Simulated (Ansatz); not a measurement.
A user runs Ansatz (an electronic-structure program) on SrCl2 (Fm-3m, 3 atoms in the cell) and asks whether the run is sound. The aim is a self-consistent single point with DFT, revPBE, plane waves, default PAW files made with PBE.

Cell that was meant: a = 5.0113 Å, b = 5.0113 Å, c = 5.0113 Å, α = 60.00°, β = 60.00°, γ = 60.00°.

Part of the input:

Ansatz 0.2 input:
```yaml
# SrCl3
crystal:
  lattice:
    - [0.000000, 3.543492, 3.543492]
[...]
    - { symbol: Sr, position_ang: [0.000000, 0.000000, 0.000000] }
    - { symbol: Cl, position_ang: [5.315238, 5.315238, 5.315238] }
    - { symbol: Cl, position_ang: [1.771746, 1.771746, 1.771746] }
    - { symbol: Cl, position_ang: [1.805005, 1.997342, 1.326772] }
kpoints:
  mp_grid: { grid: [4, 4, 4] }
hamiltonian:
```

Output, abridged:

```
WARN basis.ecutwfc = 420 eV, the default
WARN ansatz: RAYON_NUM_THREADS=1 ignored (pool sized by the plan → 1); use --threads N
   [... lines left out ...]
PAW frozen core: Cl, regenerated for the run's functional, and the local potential with it
Initial density: superposition of atomic densities (neutral atoms: chi_scale 0, normalization atom), corrected by the library's trained network
Initial wavefunctions: pseudopotential atomic-orbital guess
Eigensolver: davidson
Functional: x = revpbe(κ = 1.245, μ = 0.2195149727645171), c = pbe(β = 0.06672455060314922)
SCF iter   1: F=—  HF=-11039.603509 eV  |F-HF|=—  |Δ(HF+E_count)|=         —  Δρ=2.18e0  dr2=1.01e4  ethr=1.77e-3  ⟨swp⟩=59.6  Hψ=25832  notcnv=0  defer=86
all-band conjugate gradients solve this SCF's bands
preconditioner: auto → LDOS
SCF iter   2: F=—  HF=-7590.630665 eV  |F-HF|=—  |Δ(HF+E_count)|=    3.45e3  Δρ=1.86e0  dr2=2.72e3  ethr=1.77e-3  ⟨swp⟩=23.7  Hψ=18076  notcnv=0  defer=108
   [... lines left out ...]
SCF iter  24: F=—  HF=-6185.913790 eV  |F-HF|=—  |Δ(HF+E_count)|=   5.85e-7  Δρ=1.41e-5  dr2=1.73e-7  ethr=1.21e-9  ⟨swp⟩=2.7  Hψ=1234  notcnv=0  defer=6
SCF iter  25: F=—  HF=-6185.913790 eV  |F-HF|=—  |Δ(HF+E_count)|=   2.16e-7  Δρ=1.14e-5  dr2=1.12e-7  ethr=3.23e-10  ⟨swp⟩=14.1  Hψ=6058  notcnv=0
SCF iter  26: F=-6185.913790 eV  HF=-6185.913790 eV  |F-HF|=4.08e-8  |Δ(HF+E_count)|=   1.55e-8  Δρ=7.68e-6  dr2=5.97e-8  ethr=3.23e-10  ⟨swp⟩=5.1  Hψ=2821  notcnv=0
SCF 1 converged in 26 iterations: F = -6185.913790 eV  dr2 = 5.97e-8
Free energy (F): -6185.913790 eV
Internal energy: -6185.913058 eV  (E = F + TS)
E sigma→0 (E₀):  -6185.913424 eV
Entropy (-TS):   -0.000732 eV (-0.183 meV/atom)
Fermi energy:    7.480653 eV
--- Forces (eV/Å), atoms counted from 1 ---
  atom   1  Sr     0.08887818     0.31991796    -0.12838714
  atom   2  Cl     0.11130186     0.04184833    -0.19072631
  atom   3  Cl  -159.58396853 -1087.45105406  2143.37059626
  atom   4  Cl   159.38373305  1087.08806511 -2143.04905015
--- Stress (GPa, compression-positive) ---
       10.715556      65.804559    -129.125916
       65.804726     442.334151    -871.169367
     -129.126207    -871.169272    1717.172960
  P = ⅓ Tr σ = 723.4076 GPa (7234.076 kbar)
  The stress holds the Pulay correction. Without it, at fixed plane waves, as pw.x and ABINIT print it: P = 722.9490 GPa
```

Task: Can these results be used? Check the input.

Result: The run is not sound. The fault is one atom entered twice. Two nuclei at or near one point give a huge ion-ion repulsion and overlapping cores, and the electron count is too high as well. To fix it, remove the duplicate atom. The run converged in 26 iterations without an error; against the sound input the pressure goes from 0.80 to 723.4 GPa, the largest force goes from 0.000 to 2409 eV/Å and no clean gap remains on the mesh (levels overlap or are partly filled), against 5.44 eV before.

An input that runs soundly differs in these lines (not the only fix; some lines may just follow from the change or write a value another way):
```diff
-# SrCl3
+# SrCl2
-    - { symbol: Cl, position_ang: [1.805005, 1.997342, 1.326772] }
```

With that input, the run converged in 6 iterations: free energy E − TS (on the zero of these files) -5720.9198 eV; top of the valence band (on the code's own zero) 2.76 eV; gap on the k-point mesh 5.44 eV; pressure 0.80 GPa (DFT, revPBE, plane waves, default PAW files made with PBE).

On the sound input: the starting cell comes from a database of computed structures (which also holds hypothetical and non-ambient phases and stackings), without a prior relaxation at this level. Its lattice was rescaled by a random factor within 2.5 % of one. Ansatz's pressure includes its estimate of the finite-basis (Pulay) stress.
